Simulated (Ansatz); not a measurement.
# Cs2AgBiF6, response to strain

Take Cs2AgBiF6 (space group Fm-3m, No. 225; a cell from a computed database, its experimental status unchecked) as the base.

```xyz
10
Lattice="0.0000 4.7706 4.7706 4.7706 0.0000 4.7706 4.7706 4.7706 0.0000" Properties=species:S:1:pos:R:3 pbc="T T T"
Cs     7.1559     7.1559     7.1559
Cs     2.3853     2.3853     2.3853
Ag     4.7706     4.7706     4.7706
Bi     0.0000     0.0000     0.0000
F      2.2822     4.7706     4.7706
F      7.2590     4.7706     4.7706
F      4.7706     2.2822     4.7706
F      4.7706     7.2590     4.7706
F      4.7706     4.7706     2.2822
F      4.7706     4.7706     7.2590
```

Cartesian axes are those of the cell as printed.

Strains are applied to the cell and any free atomic positions relax; under biaxial strain the out-of-plane vector relaxes too.

Computed with PBE (Ansatz, a program for electronic structure; PAW; 420 eV plane waves; no spin-orbit coupling).

| change | gap character | volume per atom | band gap | smallest direct gap |
|---|---|---|---|---|
| base | – | 21.71 Å³ | 2.76 eV | 3.48 eV |
| biaxial strain −1.58 %, plane normal [001], relaxed out of plane | indirect, X → N | ? | 2.65 eV | ? |
| biaxial strain −0.43 %, plane normal [001], relaxed out of plane | indirect, X → N | 21.64 Å³ | 2.73 eV | 3.45 eV |
| biaxial strain +3.26 %, plane normal [001], relaxed out of plane | indirect, M → N | 22.43 Å³ | 2.58 eV | 3.35 eV |
| biaxial strain −4.07 %, plane normal [111], relaxed out of plane | indirect, F → L | 21.00 Å³ | 2.73 eV | 3.46 eV |
| biaxial strain −1.14 %, plane normal [111], relaxed out of plane | indirect, F → L | 21.51 Å³ | 2.75 eV | 3.48 eV |
| uniaxial strain ε_zz = −1.82 % | indirect, M → N | 21.32 Å³ | 2.66 eV | 3.43 eV |
| uniaxial strain ε_zz = +2.37 % | indirect, X → N | 22.23 Å³ | 2.73 eV | 3.43 eV |
| tensor shear ε_xz = −1.69 % | indirect, X → S | 21.71 Å³ | 2.76 eV | 3.47 eV |

Question: What belongs in the blanks?

Answer: 
- biaxial strain −1.58 %, plane normal [001], relaxed out of plane, volume per atom: 21.46 Å³
- biaxial strain −1.58 %, plane normal [001], relaxed out of plane, smallest direct gap: 3.39 eV

With Bi present, leaving out spin-orbit coupling can change the band edges. Whether these cells are dynamically stable was not tested. k-point labels follow each cell's own Brillouin zone.
